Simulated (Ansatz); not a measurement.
Al: response to strain

Consider Al in the fcc (Cu type) structure (space group Fm-3m, No. 225; a = 3.9937 Å; relaxed with 0.1 eV smearing). Axes: x, y, z lie along the cube axes.

Strains are applied to the cell and any free atomic positions relax; under biaxial strain the out-of-plane vector relaxes too.

Method: plane-wave PAW DFT at the r2SCAN level (Ansatz, a first-principles code, 500 eV), no spin-orbit coupling.

Notes on the quantities. pressure: mean of the normal stresses, compression positive.

```csv
variant,pressure,shortest interatomic distance
base,0.0 GPa,282.4 pm
"biaxial strain +0.42 %, plane normal [111], relaxed out of plane",-0.4 GPa,282.1 pm
"biaxial strain +0.83 %, plane normal [111], relaxed out of plane",-0.8 GPa,281.8 pm
"biaxial strain +1.25 %, plane normal [111], relaxed out of plane",-1.2 GPa,281.5 pm
"biaxial strain +1.67 %, plane normal [111], relaxed out of plane",-1.5 GPa,281.3 pm
"biaxial strain +2.08 %, plane normal [111], relaxed out of plane",-1.9 GPa,281.2 pm
"biaxial strain +2.50 %, plane normal [111], relaxed out of plane",-2.3 GPa,281.0 pm
```

No phonon test of stability was made.
